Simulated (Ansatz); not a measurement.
Ansatz (an electronic-structure program) run on Na (Im-3m, 1 atom in the cell): self-consistent single point.

Method: PBE (plane waves, PAW; Ansatz).

The change in words: lattice scaled by 0.98; basis.ecutwfc: 30.9 Ry → 37.1 Ry. Reference geometry:
```
CELL_PARAMETERS angstrom
     -2.14065     2.14065     2.14065
      2.14065    -2.14065     2.14065
      2.14065     2.14065    -2.14065
ATOMIC_POSITIONS crystal
  Na 0.00000 0.00000 0.00000
```

Reference input (self-consistent single point, DFT, PBE, plane waves, default PAW files): basis.ecutwfc = 30.9 Ry; kpoints.mp_grid.grid = 11 11 11; hamiltonian.xc = pbe; hamiltonian.pseudopotentials = {kind: paw} (the program's default PAW files); scf.occupations.method = fermi_dirac; scf.occupations.width = 0.0073 Ry. This run's input differs from it in these lines:

Ansatz 0.2 input:
```diff
@@ -3,5 +3,5 @@
   lattice:
-    - [-2.140650, 2.140650, 2.140650]
-    - [2.140650, -2.140650, 2.140650]
-    - [2.140650, 2.140650, -2.140650]
+    - [-2.097837, 2.097837, 2.097837]
+    - [2.097837, -2.097837, 2.097837]
+    - [2.097837, 2.097837, -2.097837]
   atoms:
@@ -9,3 +9,3 @@
 basis:
-  ecutwfc: 30.9 Ry
+  ecutwfc: 37.1 Ry
 kpoints:
```

Output (repeated stretches shortened):

```
SCF iter   1: F=—  HF=-1486.425863 eV  |F-HF|=—  |Δ(HF+E_count)|=         —  Δρ=4.37e-4  dr2=3.76e-5  ethr=1.77e-3  ⟨swp⟩=4.9  Hψ=3239  notcnv=0
all-band conjugate gradients solve this SCF's bands
preconditioner: auto → Kerker (q_TF=auto, 2.156 Å⁻¹)
SCF iter   2: F=—  HF=-1486.425757 eV  |F-HF|=—  |Δ(HF+E_count)|=   1.05e-4  Δρ=2.01e-4  dr2=7.37e-6  ethr=4.18e-7  ⟨swp⟩=2.3  Hψ=1235  notcnv=0
SCF iter   3: F=—  HF=-1486.425778 eV  |F-HF|=—  |Δ(HF+E_count)|=   2.04e-5  Δρ=9.74e-5  dr2=2.78e-6  ethr=8.18e-8  ⟨swp⟩=2.5  Hψ=702  notcnv=0
SCF iter   4: F=—  HF=-1486.425784 eV  |F-HF|=—  |Δ(HF+E_count)|=   6.25e-6  Δρ=3.39e-5  dr2=3.60e-7  ethr=3.09e-8  ⟨swp⟩=2.5  Hψ=765  notcnv=0
iter 5 did not close the SCF: its close was put off for the readings that it lacked (scf_convergence_deferred on its scf_iter line)
SCF iter   5: F=-1486.425784 eV  HF=-1486.425784 eV  |F-HF|=4.00e-8  |Δ(HF+E_count)|=   5.41e-8  Δρ=1.25e-5  dr2=2.95e-8  ethr=4.00e-9  ⟨swp⟩=2.1  Hψ=716  notcnv=0
SCF iter   6: F=-1486.425784 eV  HF=-1486.425784 eV  |F-HF|=1.60e-9  |Δ(HF+E_count)|=   1.80e-8  Δρ=2.68e-6  dr2=1.39e-9  ethr=3.27e-10  ⟨swp⟩=2.1  Hψ=1715  notcnv=0
SCF 1 converged in 6 iterations: F = -1486.425784 eV  dr2 = 1.39e-9
Free energy (F): -1486.425784 eV
Internal energy: -1486.412113 eV  (E = F + TS)
E sigma→0 (E₀):  -1486.418949 eV
Entropy (-TS):   -0.013671 eV (-13.671 meV/atom)
Fermi energy:    1.782686 eV
--- Forces (eV/Å), atoms counted from 1 ---
  atom   1  Na     0.00000000     0.00000000     0.00000000
--- Stress (GPa, compression-positive) ---
        0.014084       0.000000       0.000000
        0.000000       0.014084       0.000000
        0.000000       0.000000       0.014084
  P = ⅓ Tr σ = 0.0141 GPa (0.141 kbar)
  The stress holds the Pulay correction. Without it, at fixed plane waves, as pw.x and ABINIT print it: P = 0.0060 GPa
```

The run converged in 6 iterations. Against the reference run the free energy falls by 3.5 meV/atom and the pressure goes from -0.41 to 0.01 GPa.

The starting cell has typed, rounded lattice constants, without a prior relaxation at this level. Its lattice was rescaled by up to half a per cent. For this run, on top of that: lattice scaled by 0.98. Ansatz's pressure includes its estimate of the finite-basis (Pulay) stress.
